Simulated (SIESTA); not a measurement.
A self-consistent single point of CuNiPd (P3m1, 3 atoms in the cell) with SIESTA.

Level of theory: GGA PBEsol, numerical atomic orbitals DZP, PseudoDojo PBEsol standard norm-conserving potentials (rewritten from UPF to PSML) in SIESTA 5.4.2.

```yaml
crystal:
  lattice:
    - [2.69722, 0.00000, 0.00000]
    - [-1.34861, 2.33586, 0.00000]
    - [0.00000, 0.00000, 6.44367]
  atoms:
    - { symbol: Cu, position: [0.00000, 0.00000, 0.01273] }
    - { symbol: Ni, position: [0.66667, 0.33333, 0.32227], spin: 2.0 }
    - { symbol: Pd, position: [0.33333, 0.66667, 0.66499] }
```
(The spins are starting values, not results.)

Reference input (self-consistent single point, DFT, GGA PBEsol, numerical atomic orbitals DZP, PseudoDojo PBEsol standard norm-conserving potentials (rewritten from UPF to PSML)): XC.functional = GGA; XC.authors = PBEsol; potentials = PseudoDojo PBEsol standard; PAO.BasisSize = DZP; PAO.EnergyShift = 0.01 Ry; MeshCutoff = 300 Ry; kgrid.MonkhorstPack = 12 12 4; OccupationFunction = MP; OccupationMPOrder = 1; ElectronicTemperature = 272 meV; Spin = polarized; DM.InitSpin = [1 +0.00, 2 +2.00, 3 +0.00]. This run's input differs from it in these lines:

```diff
@@ -36,3 +36,3 @@
 OccupationMPOrder            1
-ElectronicTemperature        272.0 meV
+ElectronicTemperature        50.0 meV
 Spin                         polarized
```

Output (repeated stretches shortened):

```
        iscf     Eharris(eV)        E_KS(eV)     FreeEng(eV)     dDmax    Ef(eV) dHmax(eV)
   scf:    1   -12563.539728   -13115.280837   -13115.281900  1.713769  1.820654122.610090
     spin moment: {S} , |S| = {        0.0        0.0    0.23589 }     0.23589
   scf:    2   -12952.778429   -13278.946195   -13278.945383  0.962653  0.071080 74.071501
     spin moment: {S} , |S| = {        0.0        0.0    2.50357 }     2.50357
   scf:    3   -13309.178796   -13359.275279   -13359.275288  0.680564 -2.047100 30.264099
     spin moment: {S} , |S| = {        0.0        0.0    0.78293 }     0.78293
   [... lines left out ...]
     spin moment: {S} , |S| = {        0.0        0.0    0.61544 }     0.61544
   scf:   27   -13383.273796   -13383.273796   -13383.274407  0.000026 -3.775518  0.001017
     spin moment: {S} , |S| = {        0.0        0.0    0.61545 }     0.61545
   scf:   28   -13383.273796   -13383.273796   -13383.274408  0.000028 -3.775537  0.001039
     spin moment: {S} , |S| = {        0.0        0.0    0.61543 }     0.61543
   scf:   29   -13383.273797   -13383.273797   -13383.274408  0.000022 -3.775565  0.000788
     spin moment: {S} , |S| = {        0.0        0.0    0.61540 }     0.61540
SCF Convergence by DM+H criterion
max |DM_out - DM_in|         :     0.0000224210
max |H_out - H_in|      (eV) :     0.0007877038
SCF cycle converged after 29 iterations

Using DM_out to compute the final energy and forces

siesta: E_KS(eV) =           -13383.2738

siesta: E_KS - E_eggbox =    -13383.2738

siesta: Atomic forces (eV/Ang):
     1    0.000001   -0.000000   -0.332014
     2    0.000001   -0.000000    0.342307
     3   -0.000009    0.000005   -0.010817
   Tot   -0.000007    0.000004   -0.000524
   Max    0.342307
   Res    0.158998    sqrt( Sum f_i^2 / 3N )
   Max    0.342307    constrained

Stress tensor Voigt[x,y,z,yz,xz,xy] (kbar):      165.03      165.27      168.13        0.00       -0.00        0.21
(Free)E + p*V (eV/cell)   -13387.4843
Target enthalpy (eV/cell)   -13383.2744

   [... lines left out ...]
siesta: FreeEng =    -13383.274408
siesta: Cell volume =         40.597110 Ang**3
siesta:        -166.14269746       -174.54069875  kBar
   [... lines left out ...]
              0.126   0.785   0.778   0.767   0.778   0.785   0.083   0.121

              0.089   0.121   0.083

mulliken: Qtot =       27.192

Mulliken Atomic Populations:
Atom #   charge [q] valence [e]      Sz [e]  Species
     1    -0.104827   19.104827   -0.013565  Cu
     2     0.225490   17.774510    0.588386  Ni
     3    -0.120663   18.120663    0.040583  Pd
 Total    -0.000000                0.615404
```

The run converged in 29 iterations. Against the reference run the free energy goes up by 3.3 meV/atom, the pressure goes from -16.47 to -16.61 GPa, the largest force hardly changes (0.345 to 0.342 eV/Å) and the size of the net moment goes from 0.24 to 0.21 μB/atom.

The starting cell comes from a database of computed structures (which also holds hypothetical and non-ambient phases and stackings), without a prior relaxation at this level. Its lattice was rescaled by a random factor within 2.5 % of one. With one magnetic atom in the cell only a parallel order is possible. Values carry the incompleteness of an atom-centred basis. With a pressure of about -17 GPa the cell is away from its equilibrium volume at this level.

Cost on one core of a shared machine: roughly 3 min.
